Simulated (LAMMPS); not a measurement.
Size effects in liquid Pt (fcc) at 2250 K and zero pressure.

Method: classical MD, pair style meam, file library.meam (library.meam-Pt); code LAMMPS.

```csv
atoms,volume,first peak of g(r),D(Pt),rough cost (core-seconds per simulated ps)
108,17.41 ± 0.03 Å³/atom,"2.62 Å, height 3.1",(2.7 ± 0.1) × 10^-5 cm²/s,0.4
256,17.38 ± 0.02 Å³/atom,"2.64 Å, height 3.0",(3.0 ± 0.2) × 10^-5 cm²/s,0.5
2048,17.403 ± 0.007 Å³/atom,"2.64 Å, height 3.1",(3.13 ± 0.05) × 10^-5 cm²/s,2.8
16384,17.409 ± 0.009 Å³/atom,"2.63 Å, height 3.1",(3.20 ± 0.03) × 10^-5 cm²/s,24
```

Periodic images slow diffusion in small cells, by a term that falls as 1/L. Costs are rough.

Caution: the potential MEAM library.meam-Pt is a first-neighbour MEAM set with a 4 Å cutoff, used here without a parameter file and away from the static properties it was fitted to.

Errors of D are the spread over four groups of atoms in one short run; a floor of about 5 %, a picked value, is safer.

The ± values are statistical; the model's systematic error is not in them.
